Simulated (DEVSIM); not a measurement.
Structure: abrupt GaAs n-p junction, at 300 K.

| layer (left to right) | material | thickness (μm) | Nd (cm⁻³) | Na (cm⁻³) | τn (s) | τp (s) |
|---|---|---|---|---|---|---|
| 1 | GaAs | 2.50 | 9.8e15 | - | 5.1e-8 | 5.1e-8 |
| 2 | GaAs | 1.70 | - | 4.5e16 | 5.1e-8 | 5.1e-8 |

Left contact: ohmic. Right contact: ohmic. Voltage is applied to the left contact. Recombination: SRH at mid-gap, radiative. Mobility is μmin + (μ − μmin)/(1 + (N/Nref)^α).

Constants are typed, rounded textbook-type inputs, not results; the design itself was drawn at random and stands for no fabricated device. Values at 300 K.

```tsv
parameter	GaAs
gap (eV)	1.424
affinity (eV)	4.07
permittivity	12.9
Nc (cm⁻³)	4.7e17
Nv (cm⁻³)	9e18
μn (cm²/Vs)	8500
μp (cm²/Vs)	400
μn,min	500
μp,min	20
Nref,n	6e16
Nref,p	1.5e17
αn	0.39
αp	0.38
B (cm³/s)	2e-10
```

Simulated with DEVSIM: 1D drift-diffusion, Boltzmann statistics, complete ionisation; no tunnelling, impact ionisation, image-force lowering or self-heating.

Tabulate band edges, carrier densities and field at 10.0 V on the left contact.

Energies count from the Fermi level of the right contact; mesh points crowd at the junctions.

```
x (μm)   Ec (eV)  Ev (eV)  n (cm⁻³)  p (cm⁻³)  field (V/cm)
-------  -------  -------  --------  --------  ------------
0.000     -9.900  -11.324    9.8e15     < 1e2           ≈ 0
0.02197   -9.900  -11.324    9.8e15     < 1e2           ≈ 0
0.06725   -9.900  -11.324    9.8e15     < 1e2           ≈ 0
0.1496    -9.900  -11.324    9.8e15     < 1e2           ≈ 0
0.3953    -9.900  -11.324    9.8e15     < 1e2           ≈ 0
0.8045    -9.900  -11.324    9.8e15     < 1e2           ≈ 0
1.481     -9.750  -11.174    3.0e13     < 1e2         19000
2.092     -6.052   -7.476     < 1e2     < 1e2        100000
2.296     -3.668   -5.092     < 1e2     < 1e2        130000
2.409     -2.110   -3.534     < 1e2     < 1e2        150000
2.464     -1.292   -2.716     < 1e2     < 1e2        150000
2.499     -0.736   -2.160     < 1e2     < 1e2        160000
2.522     -0.393   -1.817     < 1e2     < 1e2        140000
2.563      0.150   -1.274     < 1e2     < 1e2        120000
2.686      1.127   -0.297     < 1e2    9.3e13         41000
2.872      1.287   -0.137     < 1e2    4.5e16            25
3.253      1.287   -0.137     < 1e2    4.5e16           ≈ 0
3.702      1.287   -0.137     < 1e2    4.5e16           ≈ 0
4.006      1.287   -0.137     < 1e2    4.5e16           ≈ 0
4.113      1.287   -0.137     < 1e2    4.5e16           ≈ 0
4.166      1.287   -0.137     < 1e2    4.5e16           ≈ 0
4.200      1.287   -0.137     < 1e2    4.5e16           ≈ 0
```
